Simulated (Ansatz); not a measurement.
Base system: Sc in the hcp (Mg type) structure (space group P6_3/mmc, No. 194; a = 3.275 Å, c = 5.105 Å; relaxed with 0.1 eV smearing).

Calculations: Ansatz (a first-principles code), PBEsol, PAW, cutoff 420 eV, without spin-orbit coupling.

Strains are applied to the cell and any free atomic positions relax.

One change was made to it. Results:

| quantity | base | after |
|---|---|---|
| energy relative to the base (free energy F) | 0 meV/atom | +14 meV/atom |
| pressure (mean of the normal stresses, compression positive) | 0.0 GPa | -3.0 GPa |
| band gap | zero | zero |

### Question
What was done to the base?
(A) isotropic strain +2.00 %
(B) isotropic strain −2.50 %
(C) isotropic strain +1.00 %

### Answer
A, isotropic strain +2.00 %. For comparison, the energy relative to the base in the other runs: isotropic strain +1.00 % gives +3.7 meV/atom; isotropic strain −2.50 % gives +25 meV/atom.

Stability against distortions was not tested. All final runs are without spin polarisation.
